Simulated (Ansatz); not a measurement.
Checking a run of Ansatz (an electronic-structure program) on Bi2Se3 (Pnma, 20 atoms in the cell). The aim is a self-consistent single point with DFT, PBEsol, plane waves, default PAW files made with PBE.

Cell that was meant: a = 12.4245 Å, b = 4.2174 Å, c = 12.3618 Å, α = 90.00°, β = 90.00°, γ = 90.00°.

Part of the input:

Ansatz 0.2 input:
```yaml
    - { symbol: Se, position_ang: [4.664167, 3.163067, 5.425573] }
    - { symbol: Se, position_ang: [10.876429, 3.163067, 0.755303] }
basis:
  ecutwfc: 30
kpoints:
  mp_grid: { grid: [1, 3, 1] }
hamiltonian:
```

Output (repeated stretches shortened):

```
   [... lines left out ...]
PAW frozen core: Se, regenerated for the run's functional, and the local potential with it
Initial density: superposition of atomic densities (neutral atoms: chi_scale 0, normalization atom), corrected by the library's trained network
Initial wavefunctions: pseudopotential atomic-orbital guess
Eigensolver: davidson
Functional: x = pbesol(κ = 0.804, μ = 0.12345679012345678), c = pbesol(β = 0.046)
SCF iter   1: F=—  HF=-152335.910151 eV  |F-HF|=—  |Δ(HF+E_count)|=         —  Δρ=1.63e0  dr2=1.81e4  ethr=1.77e-3  ⟨swp⟩=1.0  Hψ=487  notcnv=0
all-band conjugate gradients solve this SCF's bands
preconditioner: auto → LDOS
SCF iter   2: F=—  HF=-133966.671503 eV  |F-HF|=—  |Δ(HF+E_count)|=    1.84e4  Δρ=2.31e-1  dr2=7.26e2  ethr=1.77e-3  ⟨swp⟩=7.5  Hψ=2520  notcnv=0
   [... lines left out ...]
SCF iter  11: F=—  HF=-133468.621681 eV  |F-HF|=—  |Δ(HF+E_count)|=   1.06e-4  Δρ=6.60e-5  dr2=5.60e-5  ethr=8.82e-9  ⟨swp⟩=3.0  Hψ=571  notcnv=0  defer=25
SCF iter  12: F=—  HF=-133468.621659 eV  |F-HF|=—  |Δ(HF+E_count)|=   2.21e-5  Δρ=9.41e-6  dr2=1.15e-6  ethr=8.82e-9  ⟨swp⟩=2.0  Hψ=482  notcnv=0  defer=25
SCF iter  13: F=-133468.621658 eV  HF=-133468.621658 eV  |F-HF|=1.40e-8  |Δ(HF+E_count)|=   4.94e-7  Δρ=1.06e-6  dr2=1.77e-8  ethr=3.21e-11  ⟨swp⟩=11.0  Hψ=1736  notcnv=0
SCF 1 converged in 13 iterations: F = -133468.621658 eV  dr2 = 1.77e-8
Free energy (F): -133468.621658 eV
Internal energy: -133468.108931 eV  (E = F + TS)
E sigma→0 (E₀):  -133468.365295 eV
Entropy (-TS):   -0.512727 eV (-25.636 meV/atom)
Fermi energy:    27.212597 eV
--- Forces (eV/Å), atoms counted from 1 ---
  atom   1  Bi    85.15170466     0.00000000    21.40460090
  atom   2  Bi    85.15170466     0.00000000   -21.40460090
  atom   3  Bi   -85.15170466     0.00000000   -21.40460090
  atom   4  Bi   -85.15170466     0.00000000    21.40460090
  atom   5  Bi    50.73830331     0.00000000    51.49039827
  atom   6  Bi    50.73830331     0.00000000   -51.49039827
  atom   7  Bi   -50.73830331     0.00000000   -51.49039827
   [... lines left out ...]
--- Stress (GPa, compression-positive) ---
    -1711.141392       0.000000       0.000000
        0.000000   -1751.942843       0.000000
        0.000000       0.000000   -1787.509195
  P = ⅓ Tr σ = -1750.1978 GPa (-17501.978 kbar)
  The stress holds no Pulay correction (an occupied level lies too near the plane-wave cutoff): it is that at fixed plane waves, as pw.x and ABINIT print it
```

Problem. Can these results be used? Check the input.

Solution. The run is not sound. The fault is this: a cutoff meant in Ry typed as a bare number, read as eV. A bare number is read in the key's own unit, and eV, Ry (13.6 eV) and Ha (27.2 eV) lie far apart, so the setting ends up far from the one that was meant. To fix it, convert the value to the unit that the key expects. The run converged in 13 iterations without an error; against the sound input the free energy goes up by 1480 eV/atom, the pressure goes from -3.49 to -1750 GPa and the largest force goes from 0.430 to 87.80 eV/Å.

An input that runs soundly differs in these lines (not the only fix; some lines may just follow from the change or write a value another way):
```diff
-  ecutwfc: 30
+  ecutwfc: 420.0 eV
```

With that input, the run converged in 8 iterations: free energy E − TS (on the zero of these files) -163032.3668 eV; pressure -3.49 GPa; largest force (vector length) 0.430 eV/Å (DFT, PBEsol, plane waves, default PAW files made with PBE).

On the sound input: the starting cell was generated: these elements placed on a structure prototype, without a prior relaxation; it need not be a known phase or ordering of this composition. Spin-orbit coupling is off. With a pressure of about -3 GPa the cell is away from its equilibrium volume at this level. Ansatz's pressure includes its estimate of the finite-basis (Pulay) stress. A gap is left out here, as mesh or smearing make it unsure.
